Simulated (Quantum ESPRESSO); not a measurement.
Parameter sweep on CsSnI3 (Pnma, 20 atoms in the cell)

```xyz
20
Lattice="10.4917 0.0000 0.0000 0.0000 4.7349 0.0000 0.0000 0.0000 17.7850" Properties=species:S:1:pos:R:3 pbc="T T T"
Cs     6.1287     1.1837     3.0217
Cs     4.3630     3.5512    14.7633
Cs     9.6088     3.5512    11.9141
Cs     0.8829     1.1837     5.8708
Sn     8.8273     1.1837    16.6841
Sn     1.6644     3.5512     1.1009
Sn     6.9102     3.5512     7.7916
Sn     3.5814     1.1837     9.9934
I      5.5275     3.5512    10.9484
I      4.9641     1.1837     6.8365
I     10.2100     1.1837     2.0559
I      0.2817     3.5512    15.7290
I      8.3305     3.5512     5.1818
I      2.1612     1.1837    12.6031
I      7.4070     1.1837    14.0743
I      3.0847     3.5512     3.7107
I      6.9886     3.5512    17.7606
I      3.5031     1.1837     0.0244
I      8.7489     1.1837     8.8681
I      1.7428     3.5512     8.9168
```

Base run A: PBE, GBRV 1.5 ultrasoft (PBE) pseudopotentials in Quantum ESPRESSO, self-consistent single point.

Its settings: ecutwfc = 40 Ry; ecutrho = 200 Ry; occupations = fixed; potentials = {Cs: cs_pbe_v1.uspp.F.UPF, Sn: sn_pbe_v1.4.uspp.F.UPF, I: i_pbe_v1.uspp.F.UPF}; K_POINTS = automatic 2 3 1 0 0 0; nbnd = 96; conv_thr = 1e-10 Ry; mixing_beta = 0.5.

The starting cell comes from a database of computed structures (which also holds hypothetical and non-ambient phases and stackings), without a prior relaxation at this level. Its lattice was rescaled by a random factor within 2.5 % of one. Spin-orbit coupling is off.

ΔF is the free energy per atom less that of run A. 

Runs:
- B: lattice scaled by 0.97
- C: lattice scaled by 0.97; ecutwfc: 40 Ry → 24 Ry; ecutrho: 200 Ry → 120 Ry
- D: lattice scaled by 0.985
- E: lattice scaled by 0.985; ecutwfc: 40 Ry → 24 Ry; ecutrho: 200 Ry → 120 Ry
- F: lattice scaled by 1.015
- G: lattice scaled by 1.015; ecutwfc: 40 Ry → 24 Ry; ecutrho: 200 Ry → 120 Ry
- H: lattice scaled by 1.03
- I: lattice scaled by 1.03; ecutwfc: 40 Ry → 24 Ry; ecutrho: 200 Ry → 120 Ry
- J: ecutwfc: 40 Ry → 24 Ry; ecutrho: 200 Ry → 120 Ry

| run | ΔF (meV/atom) | pressure (GPa) | largest force (eV/Å) | gap on the mesh (eV) |
|---|---|---|---|---|
| A | 0.00 | 1.04 | 0.188 | 2.060 |
| B | 51.9 | 3.45 | 0.620 | 1.938 |
| C | 371.3 | -0.05 | 0.617 | 1.939 |
| D | 19.1 | 2.12 | 0.390 | 2.005 |
| E | 339.9 | -1.22 | 0.388 | 2.005 |
| F | -7.3 | 0.16 | 0.070 | 2.103 |
| G | 313.7 | -2.87 | 0.071 | 2.102 |
| H | -4.7 | -0.54 | 0.194 | 2.134 |
| I | 316.1 | -3.44 | 0.198 | 2.133 |
| J | 320.7 | -2.14 | 0.184 | 2.059 |

Run B against A: The free energy goes up by 51.9 meV/atom, the pressure goes from 1.04 to 3.45 GPa, the largest force goes from 0.188 to 0.620 eV/Å and the gap on the mesh goes from 2.060 to 1.938 eV.

Run G against A: The free energy rises by 314 meV/atom, the pressure goes from 1.04 to -2.87 GPa, the largest force goes from 0.188 to 0.071 eV/Å and the gap on the mesh goes from 2.060 to 2.102 eV.

Run C against A: The free energy goes up by 371 meV/atom, the pressure goes from 1.04 to -0.05 GPa, the largest force goes from 0.188 to 0.617 eV/Å and the gap on the mesh goes from 2.060 to 1.939 eV.
